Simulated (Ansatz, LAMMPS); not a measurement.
Ge sphere of 47 atoms, radius 0.65 nm, coherent in Si, 5x5x5 cubic cells at the host's lattice parameter. Cell 27.35 × 27.35 × 27.35 Å, Si953Ge47, 1000 atoms. Prepared with Tersoff's 1989 multicomponent potential (SiCGe.tersoff) (LAMMPS): minimisation. 

Basis: localised support functions (accuracy medium) on a full density matrix. k-points: zone centre alone; occupations: Fermi-Dirac, 0.010 eV; spin polarisation not allowed. Scalar-relativistic, no spin-orbit coupling.

Problem. Estimate the energy, gap and bonding that PBE, support functions at accuracy medium on the grid of 370 eV in Ansatz (an electronic-structure program) returns for this input.

Solution. 
- energy over the perfect crystal(s), per atom = 3 meV/atom
- Kohn-Sham gap of the cell on its k-mesh = 0.54 eV
- weight of the highest filled level on the dot = 0.21
- weight of the lowest empty level on the dot = 0.02
- coordination (neighbours within 2.836 Å) = 100.0 % 4-fold
- Ge-Ge bonds, mean ± spread = 2.433 ± 0.006 Å
- Ge-Si bonds, mean ± spread = 2.400 ± 0.005 Å
- Si-Si bonds, mean ± spread = 2.365 ± 0.004 Å
- bond angles, mean ± spread = 109.5° ± 0.6°
- pressure = 0.43 GPa
